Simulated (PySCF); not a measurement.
PySCF 2.14.0, R2SCAN/def2-svp, df: Ga(Me)2(Cl) ([CH3][Ga]([CH3])[Cl]), 10 atoms. The geometry is a generated start, not checked to be a minimum at this level.

- task: energy
- method: r2scan
- basis: def2-svp
- two-electron scheme: density fitting
- mol.max_memory: 3000 MB
- mf.max_cycle: 100
- mf.conv_tol: 1e-09 (default)
- mf.grids.level: 3 (default)
- basis functions: 108
- grid points: 126872

```xyz
10

Ga     0.4616    -0.1953     0.2814
C     -1.1084    -1.5011     0.1626
H     -0.8050    -2.3872    -0.4016
H     -1.9811    -1.0603    -0.3193
H     -1.3849    -1.8283     1.1683
C      0.6302     1.7070    -0.4499
H      1.4132     1.7402    -1.2126
H      0.9248     2.3846     0.3563
H     -0.3021     2.0637    -0.8891
Cl     2.1518    -0.9234     1.3039
```

With the defaults (mf.DIIS = CDIIS, mf.diis = true, mf.init_guess = minao, mf.level_shift = 0, mf.diis_space = 8, newton = off) it converges in 11 Fock builds. One run each on 2 threads, 1 BLAS thread, with these changes:
- mf.DIIS = EDIIS
- mf.diis_space = 5
- newton = Hessian by the SCF's own integrals
- mf.diis = false
- mf.diis_space = 12
- mf.init_guess = sap
- mf.level_shift = 1 Hartree
- mf.init_guess = atom
- mf.level_shift = 0.3 Hartree

Question: Which runs fail or end elsewhere than the default run?

Answer: No convergence: mf.DIIS = EDIIS; mf.diis = false (the run ends without SCF convergence in 100 cycles). The rest reach the solution of the defaults.

```json
[
 {"setting": "the defaults", "Fock builds": "11", "end": "same solution"},
 {"setting": "mf.diis_space = 12", "Fock builds": "11", "end": "same solution"},
 {"setting": "mf.diis_space = 5", "Fock builds": "11", "end": "same solution"},
 {"setting": "mf.init_guess = atom", "Fock builds": "12", "end": "same solution"},
 {"setting": "mf.level_shift = 0.3 Hartree", "Fock builds": "15", "end": "same solution"},
 {"setting": "mf.init_guess = sap", "Fock builds": "16", "end": "same solution"},
 {"setting": "newton = Hessian by the SCF's own integrals", "Fock builds": "23", "end": "same solution"},
 {"setting": "mf.level_shift = 1 Hartree", "Fock builds": "35", "end": "same solution"},
 {"setting": "mf.DIIS = EDIIS", "Fock builds": "101", "end": "no convergence"},
 {"setting": "mf.diis = false", "Fock builds": "101", "end": "no convergence"}
]
```

Under newton the count holds the products with the orbital Hessian.
